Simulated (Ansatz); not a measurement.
# C11b MoSi2

Method: Hartree–Fock (PAW; Ansatz, an electronic-structure program).

Numerical settings: plane-wave cutoff 460 eV, 12×12×12 k mesh, Fermi–Dirac smearing 0.05 eV, no spin polarisation, scalar-relativistic PAW data made under PBE.

Cell: relaxed at this level.

```yaml
lattice_constant_a: 3.225 Å
c axis length: 7.818 Å
```

Measured, for comparison: lattice constant a 3.205 Å, lattice parameter c 7.845 Å (temperature not stated, no zero-point or thermal correction; as tabulated in Pavlosiuk et al. (2022), arXiv:2202.05362). Computed (rounded) less measured: lattice constant a +0.6 %, lattice parameter c -0.3 %. A static lattice is as a rule a little smaller and stiffer than an uncorrected measurement, which narrows the difference in the lattice parameter c and would widen misses of the other sign.
